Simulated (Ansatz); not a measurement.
Base system: C in the graphite type structure (space group P6_3/mmc, No. 194; a = 2.458 Å, c = 6.563 Å; layered, stacked along the Cartesian z axis). Axes: x lies along a and z along c of the hexagonal cell.

Method: Ansatz (a quantum-chemistry and plane-wave program), PBEsol-D3(BJ), PAW, cutoff 420 eV, no SOC.

Base values:

| Item | Value |
|---|---|
| Pressure | 0.0 GPa |

Perturbation: the cell is compressed by 0.31 % along y with no lateral relaxation; the atoms relax in the strained cell.

Task: What does the calculation give for the energy relative to the base and pressure after the change?

Result: The energy is nearly the same; the pressure (mean of the normal stresses, compression positive) goes from zero to 1.4 GPa.

A case with no gap was solved on a k-mesh chosen for an insulator, which is coarse for it. Whether these cells are dynamically stable was not tested.
